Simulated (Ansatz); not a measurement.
**ZrN, pressure series**

The reference is ZrN in the rock salt structure (space group Fm-3m, No. 225).

```xyz
2
Lattice="0.0000 2.2976 2.2976 2.2976 0.0000 2.2976 2.2976 2.2976 0.0000" Properties=species:S:1:pos:R:3 pbc="T T T"
N      0.0000     0.0000     0.0000
Zr     2.2976     2.2976     2.2976
```

Cell and atoms are relaxed at each pressure.

Calculations: Ansatz (an electronic-structure program) PBE, scalar-relativistic without spin-orbit coupling, earlier PAW set.

| pressure (GPa) | volume per atom (Å³/atom) |
|---|---|
| -2 | 12.228 |
| -1 | ? |
| 0 | 12.129 |
| 0.9 | 12.086 |
| 2.1 | 12.030 |
| 9 | 11.728 |
| 15 | 11.495 |
| 22.5 | 11.234 |
| 30 | 11.000 |

Task: Fit the third-order Birch–Murnaghan form P(V) = (3B₀/2)[(V₀/V)^(7/3) − (V₀/V)^(5/3)]·[1 + (3/4)(B₀′ − 4)((V₀/V)^(2/3) − 1)] (squares taken in P) to the rows shown and predict the withheld row.

Result: Least squares on the printed values gives V₀ = 12.129 Å³/atom, B₀ = 249 GPa, B₀′ = 4.3; this predicts 12.178 Å³/atom, and the run gives 12.178 Å³/atom, in agreement.

Load acts through the strain it causes; cell and atoms are relaxed under it. Stability against distortions was not tested. No other phases were tried under pressure. All final runs are without spin polarisation. An odd electron count without spin: ZrN.
